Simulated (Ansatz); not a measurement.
Input:

End structure of N on the 1x1 (111) surface of fcc Ni, ferromagnetic, one in a 2x2 cell, started at the site 'bridge Ni-Ni (span 2.5 Å)':

```xyz
17
Lattice="4.9771 0.0000 0.0000 -2.4886 4.3103 0.0000 0.0000 0.0000 25.5000" Properties=species:S:1:pos:R:3 pbc="T T T"
Ni     0.0000     1.4368     9.7295
Ni    -1.2443     3.5919     9.7295
Ni     2.4886     1.4368     9.7295
Ni     1.2443     3.5919     9.7295
Ni     1.2443     0.7184    11.7361
Ni     0.0000     2.8736    11.7361
Ni     3.7329     0.7184    11.7361
Ni     2.4886     2.8736    11.7361
Ni     0.0009     0.0005    13.7525
Ni    -1.2448     2.1549    13.7868
Ni     2.4881     0.0000    13.7535
Ni     1.2441     2.1548    13.7535
Ni    -0.0154     1.4458    15.8607
Ni    -1.2442     3.5740    15.8607
Ni     2.5012     1.4441    15.8620
Ni     1.2449     3.5923    15.7272
N      1.2415     0.7168    16.8447
```

Set-up: 17 atoms, 6.0 Å thick at the start under the adsorbate (thin: gaps and levels are the slab's own); mesh 7x7x1; 0.1 eV smearing; dipole correction on; 8 atoms held, the rest relaxed; symmetry of the start imposed; spin-polarised, no spin-orbit, no U, no dispersion correction. At the end it is bonded to 3 Ni. In PBE it is, or lies within 0.03 eV of, the lowest of the starts that converged.

A negative adsorption energy means that the adsorbate is more stable on the surface than in its reference.

Q: Give the change of the work function at the level PBE (Ansatz, an electronic-structure program).

A: 0.62 eV

Q: Give the work function of the top face at the level PBE.

A: 5.70 eV

Q: Predict the adsorption energy against ½ N2(g) from PBE.

A: -0.095 eV

Q: What is the computed change of the step from the bottom to the top vacuum level, against the clean slab (PBE)?

A: 0.63 eV
